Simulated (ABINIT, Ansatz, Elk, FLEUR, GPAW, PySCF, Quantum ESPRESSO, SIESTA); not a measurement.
# Si (Fd-3m, 2 atoms in the cell) computed with different codes at matched settings

Self-consistent single point.

```
Si
1.0
    0.00000     2.72566     2.72566
    2.72566     0.00000     2.72566
    2.72566     2.72566     0.00000
Si
2
Direct
  0.25000   0.25000   0.25000
  0.00000   0.00000   0.00000
```

Shared settings, as Ansatz (a program for electronic structure) writes them: kpoints.mp_grid.grid = 6 6 6; scf.occupations.method = fermi_dirac; scf.occupations.width = 0.02 eV. Potentials and cutoffs stand in the table.

```
code                                                                                                                                model  pressure (GPa)  gap on the mesh (eV)           cutoff
----------------  -----------------------------------------------------------------------------------------------------------------------  --------------  --------------------  ---------------
ABINIT                                                           PBE, norm-conserving pseudopotentials (PseudoDojo nc-sr-05 PBE standard)            0.92                 0.728            18 Ha
GPAW                                                                                         PBE, GPAW PAW datasets PBE (gpaw-data 1.0.1)            1.27                 0.726           550 eV
Ansatz                                                                                                             PBE, default PAW files            0.99                 0.728          default
PySCF                            PBE, Gaussian basis gth-dzvp-molopt-sr, GTH pseudopotentials gth-pbe, FFT density fitting with multigrid               –                 0.796       grid 50 Ha
FLEUR                                                                        PBE, all-electron FLAPW (FLEUR), scalar-relativistic valence               –                 0.732  Kmax 3.9 1/bohr
Quantum ESPRESSO                                                          PBE, PseudoDojo standard norm-conserving (PBE) pseudopotentials            0.94                 0.728            40 Ry
Elk                                        PBE, all-electron FP-LAPW, Elk's shipped species files, APW+lo basis with extra local orbitals               –                 0.729         rgkmax 8
SIESTA            GGA PBE, numerical atomic orbitals TZP, PseudoDojo PBE standard norm-conserving potentials (rewritten from UPF to PSML)            1.67                 0.695      grid 350 Ry
```

A dash marks a value that a program does not give, or that is left out as unsure.

Gaps are read on the mesh. Another mesh or the band path gives a smaller gap, so these values are not converged in the mesh.

The spread over the programs that give each value: pressure within 0.75 GPa; gap on the mesh within 0.101 eV.

PySCF and SIESTA use small atom-centred bases, whose incompleteness enters pressures, forces and empty levels differently from a plane-wave cutoff. FLEUR and Elk treat all electrons, but the usual bases taken here (sphere radii, linearisation, local orbitals, empty states) were not tested for convergence, so the values are no reference for the others. Ansatz's pressure is given at a fixed set of plane waves, as the other plane-wave codes print theirs.

On the base mesh (8 8 8) the same programs gave: Ansatz pressure 0.93 GPa, gap on the mesh 0.632 eV; Quantum ESPRESSO pressure 0.88 GPa, gap on the mesh 0.631 eV; ABINIT pressure 0.86 GPa, gap on the mesh 0.631 eV; GPAW pressure 1.21 GPa, gap on the mesh 0.631 eV; PySCF gap on the mesh 0.693 eV; Elk gap on the mesh 0.633 eV; FLEUR gap on the mesh 0.635 eV; SIESTA pressure 1.60 GPa, gap on the mesh 0.602 eV.

The values differ from the base mesh's, so the mesh still matters here: the table compares the programs at equal settings.

The starting cell comes from a database of computed structures (which also holds hypothetical and non-ambient phases and stackings), without a prior relaxation at this level. Its lattice was rescaled by a random factor within 2.5 % of one.

Left out of this page: CP2K (on another mesh).

Keys are those of Ansatz 0.2.
